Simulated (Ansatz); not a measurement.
# GaP under a change: pressure 22.5 GPa

The parent structure is GaP in the zinc blende structure (space group F-43m, No. 216; a = 5.506 Å).

One thing is altered: a hydrostatic pressure of 22.5 GPa.

All numbers come from PBE, PAW, 420 eV (Ansatz, a quantum-chemistry and plane-wave program; spin-orbit coupling left out). Settings: 10×10×10 k-points, 0.05 eV Fermi–Dirac smearing.

- Volume per atom = 17.23 Å³ (base 20.86 Å³)
- Density = 4.85 g/cm³ (base 4.01 g/cm³)
- Lattice parameter a = 9.761 bohr (base 10.405 bohr)
- Shortest interatomic distance = 4.227 bohr (base 4.505 bohr)
- Enthalpy H = E + PV relative to the base's energy = +2.63 eV/atom
- Band gap = 1.24 eV (base 1.58 eV)
- Gap character = indirect, Γ → Γ–X (88 % along) (base direct at Γ)
- Smallest direct gap = 3.20 eV (base 1.58 eV)
- Electron mass = 1.4 mₑ along k, 0.22 mₑ across (off the special points) (base 0.10 mₑ (at Γ))
- Hole mass (degenerate bands, along [100]) = 0.17, 0.31, 0.31 mₑ (at Γ) (base 0.098, 0.40, 0.40 mₑ (at Γ))
- Valley order (the lowest conduction-band minima on the path, energy above the VBM, named in the base's zone) = a point along ⟨100⟩, about 1.0 Å⁻¹ from Γ 1.24 eV; L along ⟨111⟩ 2.16 eV; Γ 3.20 eV (base Γ 1.58 eV; L along ⟨111⟩ 1.58 eV; a point along ⟨100⟩, about 1.0 Å⁻¹ from Γ 1.64 eV)

Final structure:

```xyz
2
Lattice="0.0000 2.5828 2.5828 2.5828 0.0000 2.5828 2.5828 2.5828 0.0000" Properties=species:S:1:pos:R:3 pbc="T T T"
Ga     0.0000     0.0000     0.0000
P      1.2914     1.2914     1.2914
```

Cost of the whole job for the changed cell (relaxation, final SCF and bands): around 13 core-seconds (rough).

Load acts through the strain it causes; cell and atoms are relaxed under it. Masses are band curvatures over ±0.01 Å⁻¹ around the edge. Along k means along the line from Γ to the band edge. Stability against distortions was not tested. Tetrahedral semiconductors of this kind turn to denser phases somewhere between about 1 and 50 GPa; those were not computed, so compressed cells here can lie past the real transition. The real GaP has an indirect gap at ambient pressure; PBE orders its close-lying valleys differently.
